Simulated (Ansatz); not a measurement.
Functionals compared on a constructed model of the (111) surface of germanium, full P adlayer on top sites (bottom of the slab: 1 H on 1 bottom site), in Ansatz (plane waves, PAW). The structure was relaxed with PBE; the other rows are single points on it. Cutoff 420 eV (500 eV for r2SCAN).

Model: 10-atom slab, 14.7 Å thick at the start with caps and adatoms, 8x8x1 mesh, Fermi-Dirac 0.025 eV, dipole correction, 2 atoms held, the rest relaxed; symmetry of the start imposed; no spin (in PBE a spin-polarised start ends no clearly lower), no spin-orbit, no U. The slab shows no gap on its mesh. It is one candidate, not shown to be the stable structure of the face. These notes are the PBE run's.

```
functional  work function of the top face (eV)  rough cost of the single point
----------  ----------------------------------  ------------------------------
PBE                                       5.63                               –
r2SCAN                              (withheld)    very roughly 60 core-seconds
```

Q: What belongs in the gaps?

A: 
- r2SCAN, work function of the top face (eV): 5.80

Ansatz is a quantum-chemistry and plane-wave program.
